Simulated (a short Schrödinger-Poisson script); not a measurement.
## Symmetric double-gate stack, SiO2 on p-type Ge(111)

System: symmetric double-gate stack, SiO2 on p-type Ge(111), at 300 K.

| layer | material | thickness (nm) | Na (cm⁻³) |
|---|---|---|---|
| 1 | SiO2 | 2.9 | - |
| 2 | Ge | 5 | 5e15 |
| 3 | SiO2 | 2.9 | - |

The device is made up for the run: typed textbook-type constants, with dimensions and the other settings drawn at random. SiO2: permittivity 3.9, conduction-band edge (eV) 3.1, gap (eV) 9, electron mass (mₑ) 0.5. Ge: permittivity 16, conduction-band edge (eV) 0, gap (eV) 0.664, Nv at 300 K (cm⁻³) 6e18.

Channel valleys (confinement mass, in-plane density-of-states mass, number): L1 1.59, 0.08, 1; L3 0.09, 0.34, 3. At the gates, both at one voltage, the conduction-band edge of layer 1 lies 3.26 eV − eVg above the Fermi level of the channel. Gaps are held at their typed values at every temperature. Mesh 0.03 nm at interfaces.

From a short Schrödinger-Poisson script (our own, NumPy): 1D Poisson equation in equilibrium, electrons quantum, Hartree (BenDaniel-Duke, 12 states a valley, the channel's in-plane mass for all, wave functions free to enter the dielectric), parabolic valleys, classical holes, full ionisation, no traps, pinning or gate leakage.

```tsv
Vg (V)	electrons (cm⁻²)	C (μF/cm²)	L1 E0 (meV)	L1 E1 (meV)	L3 E0 (meV)	L3 E1 (meV)
-0.2	1.02e6	< 0.003	369.3	396.6	454.1	754.0
0	2.33e9	0.0146	169.5	196.7	254.3	554.1
0.2	6.80e11	1.38	20.1	46.3	104.4	402.8
0.4	2.80e12	1.87	-22.5	0.8	60.6	354.8
0.6	5.22e12	1.99	-43.2	-23.0	38.7	328.4
0.8	7.75e12	2.05	-57.2	-39.9	24.0	309.1
1	1.03e13	2.08	-68.2	-53.6	12.6	293.2
1.2	1.29e13	2.10	-77.6	-65.5	3.3	279.4
1.4	1.56e13	2.11	-86.3	-76.4	-4.8	267.0
1.6	1.82e13	2.12	-94.5	-86.5	-12.1	255.5
```

Gate voltages with under 1e6 electrons/cm² are left out.

Subbands count from the Fermi level. The capacitance is that of both gates.

Only the L valleys are kept; under strong confinement the Δ valleys of Ge fill too.
